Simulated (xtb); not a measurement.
xtb 6.7.1, GFN2-xTB: Ti(I)(OMe)3 (C[O][Ti]([I])([O]C)[O]C), 17 atoms. The geometry is a generated start, not checked to be a minimum at this level.

```
Quantity                                                                                                        Value
------------------------  -------------------------------------------------------------------------------------------
method                                                                                                       GFN2-xTB
--acc                                                                                                     1 (default)
--etemp (K)                                                                                             300 (default)
detailed input (--input)  none: ANC optimiser, Lindh (1995) Hessian, microcycle=20, maxdispl=1.0, hlow=0.01 (default)
basis functions                                                                                                    53
valence electrons                                                                                                  50
```

```xyz
17

Ti     0.4733     0.0944     0.4913
I      0.9830     1.3284     2.7431
O     -1.2029     0.1513     0.3849
C     -2.5268     0.3249     0.0156
H     -2.6625     1.3054    -0.4662
H     -2.8351    -0.4655    -0.6861
H     -3.1714     0.2769     0.9055
O      1.2022    -1.4353     0.6249
C      1.1189    -2.8140     0.6944
H      1.2122    -3.2557    -0.3098
H      1.9319    -3.2058     1.3226
H      0.1542    -3.1218     1.1333
O      1.2827     1.0323    -0.6885
C      1.0539     2.2041    -1.3951
H      0.4324     2.9008    -0.8022
H      2.0116     2.6945    -1.6212
H      0.5425     1.9852    -2.3466
```

Charge 0 and multiplicity 1 are set for this test and not shown to be the ground state.

The structure is relaxed from this start with --opt LEVEL for the levels crude, sloppy, loose, lax, normal, tight, vtight, extreme, once each. Up to the end of the extreme run atoms move by at most 1.5 Å along an axis.

Problem. Which level is enough to come within 5 meV of the tightest end point?

Solution. tight: 112 cycles against 136, ending 0.34 meV above.

| level | cycles | energy above the extreme run (meV) | gradient norm (eV/Å) |
|---|---|---|---|
| crude | 1 | 36 | 0.072 |
| sloppy | 1 | 36 | 0.072 |
| loose | 1 | 36 | 0.072 |
| lax | 1 | 36 | 0.072 |
| normal | 44 | 10 | 0.046 |
| tight | 112 | 0.34 | 0.019 |
| vtight | 122 | 0.048 | 0.0053 |
| extreme | 136 | — | 0.0020 |
